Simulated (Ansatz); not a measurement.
# How the equilibrium volume per atom of TaAs (model structure, started from the FeB type, Pnma, No. 62, 8 atoms in the cell) moves with the method

No measured value is used here.

```
level (code)         value (Å³/atom)
-------------------  ---------------
PBE (Ansatz)                     ___
PBEsol (Ansatz)                16.47
PBE-D3(BJ) (Ansatz)            16.46
```

**Question.** What belongs in the gaps?

**Answer.** 
- PBE (Ansatz, a quantum-chemistry and plane-wave program), value (Å³/atom): 17.06

Density-functional levels without +SOC have no spin–orbit coupling. Ansatz's density-functional and Hartree–Fock values are scalar-relativistic unless marked +SOC, with PAW data made under PBE.

A model structure was made by putting elements into a prototype or built by hand; it is no filed structure, need not be a known phase, and can be a saddle point held by its symmetry.
